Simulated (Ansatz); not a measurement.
## CdSe: Se → Os

Consider CdSe in the zinc blende structure (space group F-43m, No. 216; a = 6.1333 Å).

It is then changed as follows: every Se is replaced by Os; the structure is relaxed again.

Computed with Kohn–Sham DFT with the r2SCAN functional, run in Ansatz (an electronic-structure program) with PAW and 500 eV plane waves, scalar-relativistic without spin-orbit coupling. Settings: 14×14×14 k-points, 0.05 eV Fermi–Dirac smearing, for the changed cell.

```yaml
volume_per_atom: 26.37 Å³ (base 28.84 Å³)
lattice_parameter_a: 5.953 Å (base 6.133 Å)
space_group: F-43m (No. 216) (base F-43m (No. 216))
band_gap: zero (base 1.04 eV)
```

Cost of the whole job for the changed cell (relaxation, final SCF and bands): very roughly 2.8 core-minutes.

With Os present, leaving out spin-orbit coupling can change the band edges. No phonon test of stability was made. As relaxed here, CdOs is a hypothetical phase, not in the database extracts checked. All final runs are without spin polarisation. CdOs has a high density of states at the Fermi level and may be magnetic at this level.
